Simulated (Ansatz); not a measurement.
## A computed series for Al2Cu: response to strain

The parent structure is Al2Cu (space group I4/mcm, No. 140).

```yaml
crystal:
  lattice:
    - [-3.00291, 3.00291, 2.39485]
    - [3.00291, -3.00291, 2.39485]
    - [3.00291, 3.00291, -2.39485]
  atoms:
    - { symbol: Al, position: [0.65905, 0.15905, 0.81810] }
    - { symbol: Al, position: [0.84095, 0.65905, 0.50000] }
    - { symbol: Al, position: [0.15905, 0.34095, 0.50000] }
    - { symbol: Al, position: [0.34095, 0.84095, 0.18190] }
    - { symbol: Cu, position: [0.25000, 0.25000, 0.00000] }
    - { symbol: Cu, position: [0.75000, 0.75000, 0.00000] }
```

Cartesian axes are those of the cell as printed.

Strains are applied to the cell and any free atomic positions relax.

The values are results of plane-wave PAW DFT at the r2SCAN level (Ansatz, an electronic-structure program, 500 eV), no spin-orbit coupling, not measurements.

Candidates:
(a) uniaxial strain ε_zz = +1.12 %
(b) uniaxial strain ε_yy = −3.63 %
(c) isotropic strain +4.43 %

Notes on the quantities. energy relative to the base: free energy F.

Q: Order them by energy relative to the base, highest first.

A: (c) isotropic strain +4.43 % (+77 meV/atom), (b) uniaxial strain ε_yy = −3.63 % (+11 meV/atom), (a) uniaxial strain ε_zz = +1.12 % (+1.0 meV/atom)

Without a gap, meshes like the base's 12×12×12 leave anisotropic stresses uncertain by several tenths of a GPa, and small strain energies with them. Whether these cells are dynamically stable was not tested. The final runs are not spin-polarised.
